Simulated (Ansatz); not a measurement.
Defect migration in hexagonal La2O3: interstitial O, charge state -2. Calculation: PBE, PAW (plane waves to 420 eV; Ansatz, a quantum-chemistry and plane-wave program).

Settings: 90 host sites, the relaxed PBE lattice, the Γ point alone, smearing 0.01 eV, spin-restricted, no image-charge correction. No zero-point or tunnelling terms. Spin-orbit coupling is left out. The charge state is imposed; whether it is stable for some Fermi level was not computed. Sites that were not tried may lie lower.

Barriers: single points on a 2×2×2 k-point mesh shifted by half a step along c at the bands' geometries.

The step: a concerted move, in which O travels most; the atom moves 2.42 Å along (0.33, 0.66, 0.15) of the unit cell; the moving atom starts with neighbours La at 2.15, La at 2.45, 2 La at 2.45; O at 2.32 Å and ends with La at 2.15, La at 2.45, 2 La at 2.45; O at 2.32 Å.

Problem. Estimate the migration barrier of this step that PBE, PAW returns for this input.

Solution. 0.47 eV, the same both ways. At the saddle the moving atom has neighbours 2 La at 2.20, La at 2.76, La at 2.80; O at 2.40, O at 2.76, O at 2.77 Å. The saddle point's order was not checked, and it lies on a symmetry element of the cell, where a band can be held.
